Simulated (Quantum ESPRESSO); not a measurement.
Troubleshooting Quantum ESPRESSO: a failed run on ZnCu2SnS4 (I-4, 8 atoms in the cell). The aim is a self-consistent single point with DFT, PBE, plane waves, PSlibrary ultrasoft (PBE) pseudopotentials.

Cell that was meant: a = 6.5428 Å, b = 6.5428 Å, c = 6.5428 Å, α = 131.82°, β = 131.82°, γ = 70.52°.

Part of the input:

```fortran
    ecutwfc = 55
    ecutrho = 330
    occupations = 'smearing'
    smearing = 'methfessel'
    degauss = 0.0073499
/
&ELECTRONS
```

Output, abridged:

```
 %%%%%%%%%%%%%%%%%%%%%%%%%%%%%%%%%%%%%%%%%%%%%%%%%%%%%%%%%%%%%%%%%%%%%%%%%%%%%%
     Error in routine  set_occupations (1):
      smearing methfessel unknown
 %%%%%%%%%%%%%%%%%%%%%%%%%%%%%%%%%%%%%%%%%%%%%%%%%%%%%%%%%%%%%%%%%%%%%%%%%%%%%%

     stopping ...
```

From the messages shown, name the fault and mend the input.

The fault is a value that the program does not know. The key takes a closed list of words, and names differ between codes. To fix it, use one of the words that the key accepts. The program stopped before any SCF iteration.

The sound input it was made from differs as follows (other fixes are possible):
```diff
-    smearing = 'methfessel'
+    smearing = 'gauss'
```

With that input, the run converged in 13 iterations: free energy E − TS -8719.3854 eV; top of the valence band (on the code's own zero) 8.03 eV; gap on the k-point mesh 0.97 eV; pressure 5.60 GPa; largest force (vector length) 0.317 eV/Å (DFT, PBE, plane waves, PSlibrary ultrasoft (PBE) pseudopotentials).

On the sound input: the starting cell comes from a database of computed structures (which also holds hypothetical and non-ambient phases and stackings), without a prior relaxation at this level. Its lattice was rescaled by a random factor within 2.5 % of one. With a pressure of about 6 GPa the cell is away from its equilibrium volume at this level. The shifted mesh does not hold Γ, so a gap read on it misses any band edge there.
